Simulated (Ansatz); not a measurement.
**Hypothetical zinc blende PbS, pressure series**

Base system: PbS in the zinc blende structure (space group F-43m, No. 216; a = 6.543 Å; a hypothetical phase, not in the database extracts checked).

Cell and atoms are relaxed at each pressure.

Levels (all Ansatz, a quantum-chemistry and plane-wave program, PAW): PBEsol (420 eV, scalar-relativistic without spin-orbit coupling); HSE06 (420 eV, no spin-orbit coupling).

Band gaps by level, all at the geometries relaxed with PBEsol:

| case | PBEsol | HSE06 |
|---|---|---|
| base | 0.63 eV | 1.22 eV |
| pressure −2 GPa | 0.78 eV | 1.37 eV |
| pressure −1 GPa | 0.70 eV | [?] |
| pressure 0.3 GPa | 0.61 eV | [?] |
| pressure 1.5 GPa | 0.53 eV | [?] |
| pressure 3 GPa | 0.43 eV | [?] |
| pressure 5 GPa | 0.31 eV | 0.86 eV |
| pressure 7.5 GPa | 0.16 eV | 0.70 eV |

**Question.** Complete the table.

**Answer.** 
- pressure −1 GPa, HSE06: 1.29 eV
- pressure 0.3 GPa, HSE06: 1.19 eV
- pressure 1.5 GPa, HSE06: 1.10 eV
- pressure 3 GPa, HSE06: 1.00 eV

Single points use the geometry relaxed with PBEsol. HSE06 was sampled on its mesh, a few special points and the semilocal edge points, so its gap is an upper bound. Spin-orbit coupling, missing from the scalar runs, can matter with Pb. Load acts through the strain it causes; cell and atoms are relaxed under it. Whether these cells are dynamically stable was not tested. No other phases were tried under pressure. A zero or small gap of PbS under pressure 7.5 GPa can be the functional's error rather than a property of the material.
